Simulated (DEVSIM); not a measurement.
Structure: Ge p-i-n diode, at 400 K.

Layer 1 from the left is Ge, thickness (μm) 0.480, Na (cm⁻³) 3.2e18, τn (s) 0.00087, τp (s) 0.00087. Layer 2 from the left is Ge, thickness (μm) 12.0, Nd (cm⁻³) 1e13, τn (s) 0.00087, τp (s) 0.00087. Layer 3 from the left is Ge, thickness (μm) 0.680, Nd (cm⁻³) 6e18, τn (s) 0.00087, τp (s) 0.00087.

Left contact: ohmic. Right contact: ohmic. Voltage is applied to the left contact. Recombination: SRH at mid-gap, radiative, Auger. Mobility is μmin + (μ − μmin)/(1 + (N/Nref)^α).

This is a model device: material constants are rounded textbook-type values typed into the input, and sizes, dopings and lifetimes were drawn at random. Values at 300 K; Nc and Nv go as T^1.5, mobilities as T to minus their exponent, the gap by Varshni's rule with the affinity fixed.

Ge: gap (eV) 0.664, affinity (eV) 4, permittivity 16, Nc (cm⁻³) 1.04e19, Nv (cm⁻³) 6e18, μn (cm²/Vs) 3900, μp (cm²/Vs) 1900, μn,min 150, μp,min 100, Nref,n 2.6e17, Nref,p 4e17, αn 0.56, αp 0.6, T exponent of μn 1.66, T exponent of μp 2.33, B (cm³/s) 6.4e-14, Cn (cm⁶/s) 1e-31, Cp (cm⁶/s) 1e-31, Varshni α (eV/K) 0.000477, Varshni β (K) 235.

Model (solved in DEVSIM): 1D drift-diffusion, Boltzmann statistics, complete ionisation; no tunnelling, impact ionisation, image-force lowering or self-heating.

Task: What does the simulation give for the dark forward voltage at 1 A/cm², the potential step across the device at zero bias, the dark forward voltage at 100 A/cm²?

Result: dark forward voltage at 1 A/cm² 0.105 V; potential step across the device at zero bias 0.554 V; dark forward voltage at 100 A/cm² 0.266 V.
